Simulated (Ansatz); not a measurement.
An Ansatz (a program for electronic structure) run: SrZrO3; plane-wave PAW DFT at the PBEsol level (Ansatz, 420 eV), no spin-orbit coupling.

Input:

Ansatz 0.2 input:
```yaml
crystal:
  lattice:
    - [4.1299448436, 0, 0]
    - [0, 4.1299448436, 0]
    - [0, 0, 4.1299448436]
  atoms:
    - { symbol: Sr, position: [0.5, 0.5, 0.5] }
    - { symbol: Zr, position: [0, 0, 0] }
    - { symbol: O, position: [0, 0.5, 0] }
    - { symbol: O, position: [0.5, 0, 0] }
    - { symbol: O, position: [0, 0, 0.5] }
basis: { ecutwfc: 420, ecutrho_ratio: 4, xc_grid: 2, fft_grid_basis: typed }
kpoints: { mp_grid: { grid: [8, 8, 8] } }
hamiltonian:
  xc: pbesol
  dispersion: none
  pseudopotentials: { kind: paw }
scf: { occupations: { method: fermi_dirac, width: 0.05 }, convergence: { dr2_threshold: 0.0000000005 } }
output: { forces: true, stress: true }
```

Output (explanatory and most iteration lines left out):

```
Pseudopotential: Sr, paw, valence charge 10
Pseudopotential: Zr, paw, valence charge 12
Pseudopotential: O, paw, valence charge 6
Crystal: 5 atoms, lattice volume = 70.442 Å³
Basis set: ecut = 420 eV, 1357 PW (Γ), exchange–correlation on 60×60×60 points (8 copies of the dense FFT grid, shifted against one another)
Bands: 25, of which v1, the nominal top of the filled ones, is band 20 counted from 1 (19 counted from 0)
Symmetry: 48 space group operations
Space group: Pm-3m (ITA 221), of the structure as read, at distance tolerance 4.1e-5 Å
k-points: 35 of 512
Functional: x = pbesol(κ = 0.804, μ = 0.12345679012345678), c = pbesol(β = 0.046)
SCF iter   1: F=—  HF=-9312.342526 eV  |F-HF|=—  |Δ(HF+E_count)|=         —  Δρ=1.56e-2  dr2=1.46e-1  ethr=1.77e-3  ⟨swp⟩=7.9  Hψ=4875  notcnv=0
SCF iter   2: F=—  HF=-9312.308208 eV  |F-HF|=—  |Δ(HF+E_count)|=   3.43e-2  Δρ=4.20e-3  dr2=7.32e-3  ethr=3.65e-4  ⟨swp⟩=2.3  Hψ=1674  notcnv=0  defer=34
SCF 1 converged in 8 iterations: F = -9312.306494 eV  dr2 = 3.05e-10
SCF converged after 8 iterations
Free energy (F): -9312.306494 eV
Internal energy: -9312.306494 eV  (E = F + TS)
E sigma→0 (E₀):  -9312.306494 eV
Fermi energy:    10.733431 eV
--- Forces (eV/Å), atoms counted from 1 ---
  atom   1  Sr     0.00000000     0.00000000     0.00000000
  atom   2  Zr    -0.00000000     0.00000000     0.00000000
  atom   3  O      0.00000000     0.00000000     0.00000000
  atom   4  O      0.00000000    -0.00000000     0.00000000
  atom   5  O      0.00000000     0.00000000     0.00000000
--- Stress (GPa, compression-positive) ---
       -0.004233       0.000000       0.000000
        0.000000      -0.004233       0.000000
        0.000000       0.000000      -0.004233
  P = ⅓ Tr σ = -0.0042 GPa (-0.042 kbar)
```

Stability against distortions was not tested. The cell is SrZrO$_{3}$ in the cubic perovskite structure (space group Pm-3m, No. 221). Many cubic perovskites are stable only at high temperature; tilts and polar distortions were not tested.
